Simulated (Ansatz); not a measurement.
Consider CaC$_{2}$ (space group C2/m, No. 12; a cell from a computed database, its experimental status unchecked).

```
CaC2
1.0
    3.53412    -1.88850     0.00000
    3.53412     1.88850     0.00000
   -2.13348     0.00000     7.03076
Ca C
2 4
Direct
  0.79929   0.79929   0.75340
  0.20071   0.20071   0.24660
  0.08023   0.08023   0.56545
  0.91977   0.91977   0.43455
  0.45085   0.45085   0.05896
  0.54915   0.54915   0.94104
```

Cartesian axes are those of the cell as printed.

Level of theory: Ansatz (a quantum-chemistry and plane-wave program) PBEsol, without spin-orbit coupling.

For the base:

The smallest direct gap is 2.58 eV.

Now apply this change: tensile biaxial strain of 1.57 % in the plane normal to [001], as in epitaxy on a mismatched substrate; the out-of-plane cell vector and the atoms relax.

Estimate the effect on the smallest direct gap and out-of-plane strain.

The smallest direct gap decreases by 0.06 eV, from 2.58 eV to 2.52 eV; the out-of-plane strain amounts to -1.74 %.

No phonon test of stability was made.
